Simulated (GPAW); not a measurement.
GPAW run on ScSi₂Cu₂ (I4/mmm, 5 atoms in the cell): self-consistent single point.

Method: PBEsol, GPAW PAW datasets PBEsol (made by gpaw-setup) (plane waves; GPAW 25.7.0).

```
Sc(CuSi)2
1.0
   -1.90284     1.90284     5.01380
    1.90284    -1.90284     5.01380
    1.90284     1.90284    -5.01380
Sc Si Cu
1 2 2
Direct
  0.00000   0.00000   0.00000
  0.61353   0.61353   0.00000
  0.38647   0.38647   0.00000
  0.25000   0.75000   0.50000
  0.75000   0.25000   0.50000
```

Reference input (self-consistent single point, DFT LDA (Perdew-Wang 92), plane waves, GPAW PAW datasets LDA (gpaw-data 1.0.1)): mode = pw; ecut = 800 eV; xc = LDA; kpts = 9 9 9; mesh shift (steps) = 0 0 0; occupations.name = fermi-dirac; occupations.width = 0.136 eV; nbands = -13; convergence.forces = 0.001 eV/Å; symmetry.symmorphic = false; symmetry.tolerance = 0.0005; maxiter = 120. This run's input differs from it in these lines:

```diff
@@ -16,3 +16,3 @@
 calc = GPAW(mode=PW(800),
-            xc='LDA',
+            xc='PBEsol',
             kpts=(9, 9, 9),
```

Its files differ too (potentials: GPAW PAW datasets PBEsol (made by gpaw-setup)).

The program printed (abridged):

```
     iter     time        total  log10-change:
                         energy   eigst   dens  force
iter:   1 --:--:--   -33.575286
iter:   2 --:--:--   -29.891530   -0.43  -1.08
iter:   3 --:--:--   -28.266702   -0.96  -1.23
iter:   4 --:--:--   -27.987326   -1.10  -1.38
iter:   5 --:--:--   -28.119507   -1.33  -1.57
iter:   6 --:--:--   -28.114258   -1.22  -1.68
iter:   7 --:--:--   -27.788632   -1.88  -1.72
iter:   8 --:--:--   -27.780678   -2.96  -2.44
iter:   9 --:--:--   -27.780666c  -3.85  -2.89
iter:  10 --:--:--   -27.780488c  -4.06  -2.90
iter:  11 --:--:--   -27.780681c  -4.61  -3.29
iter:  12 --:--:--   -27.780756c  -4.90  -3.44
iter:  13 --:--:--   -27.780628c  -6.13  -3.90
iter:  14 --:--:--   -27.780558c  -6.23  -3.90
iter:  15 --:--:--   -27.780525c  -6.62  -3.93
iter:  16 --:--:--   -27.780414c  -5.56  -3.96
iter:  17 --:--:--   -27.780416c  -6.66  -4.43c
iter:  18 --:--:--   -27.780424c  -7.53c -4.46c
iter:  19 --:--:--   -27.780423c  -7.75c -4.52c -3.24c
Converged after 19 iterations.

Dipole moment: (-0.000000, 0.000000, 0.000000) |e|*Ang

Energy contributions relative to reference atoms: (reference = -126476.450028)

Kinetic:        -19.999757
Potential:      +16.727012
External:        +0.000000
XC:             -24.782350
Entropy (-ST):   -0.075399
Local:           +0.312370
SIC:             +0.000000
--------------------------
Free energy:    -27.818123
Extrapolated:   -27.780423

Showing only first 2 kpts
 Kpt  Band  Eigenvalues  Occupancy
  0    18      6.88594    1.99997
  0    19      7.60538    1.99444
  0    20      9.04544    0.01793
  0    21      9.04544    0.01793

  1    18      6.71074    1.99999
  1    19      7.04117    1.99991
  1    20      7.95073    1.93179
  1    21      9.76870    0.00009

Fermi level: 8.40547

No gap
   [... lines left out ...]
Energy (eV): -27.780423

Forces in eV/Ang:
  0 Sc    0.00000    0.00000    0.00000
  1 Si   -0.00000   -0.00000   -0.00304
  2 Si   -0.00000   -0.00000    0.00304
  3 Cu    0.00000    0.00000    0.00000
  4 Cu   -0.00000    0.00000    0.00000

Stress tensor:
     0.011622     0.000000    -0.000000
     0.000000     0.011622     0.000000
    -0.000000     0.000000     0.007662
Stress (GPa, Voigt): [ 1.862   1.862   1.2275  0.     -0.      0.    ]
```

The run converged in 19 iterations. GPAW prints stress with tension positive. Against the reference run the pressure goes from -5.88 to -1.65 GPa and the largest force goes from 0.144 to 0.003 eV/Å.

The starting cell comes from a database of computed structures (which also holds hypothetical and non-ambient phases and stackings), without a prior relaxation at this level. Its lattice was rescaled by a random factor within 2.5 % of one. Spin polarisation is off.

Cost on one core of a shared machine: roughly 3 min.
